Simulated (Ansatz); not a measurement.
Defect migration in beta Ga2O3 with all lengths changed by +1 %: interstitial H, charge state +1. Calculation: PBE, PAW (plane waves to 420 eV; Ansatz, a program for electronic structure).

Cell of 120 host sites held at the strained lattice (strain from the relaxed PBE one, atoms relaxed); the Γ point alone; Fermi-Dirac width 0.01 eV, spin-restricted; finite-size errors left in. No zero-point or tunnelling terms. The charge state is imposed; whether it is stable for some Fermi level was not computed. Sites that were not tried may lie lower.

The step: several atoms move together, H the farthest; the atom moves 2.54 Å along (0.00, 0.00, 0.43) of the unit cell; the moving atom starts with neighbours O at 1.07, O at 1.43 Å and ends with O at 1.03, O at 1.60 Å. On the band's own sampling the forward barrier is 1.33 eV. Harmonic modes of the moving H atom alone, all others held, come from finite differences of 0.015 Å. The saddle point's order was not checked, and it lies on a symmetry element of the cell, where a band can be held.

Give the atom's modes at both geometries.

start 38.4, 40.3, 58.0 THz; saddle point 24.2i, 17.9 and 113.2 THz.

What attempt frequency and zero-point change of the barrier follow from these modes alone, and what classical rate at 500 K?

ν = (38.4 × 40.3 × 58.0) / (17.9 × 113.2) ≈ 44 THz. The zero-point energy changes the barrier by h/2 × (131.1 − 136.7) THz = -0.012 eV. The classical rate is ν exp(−1.33/0.0431) ≈ 2 s⁻¹. One atom's modes give a rough prefactor, not that of the whole cell.
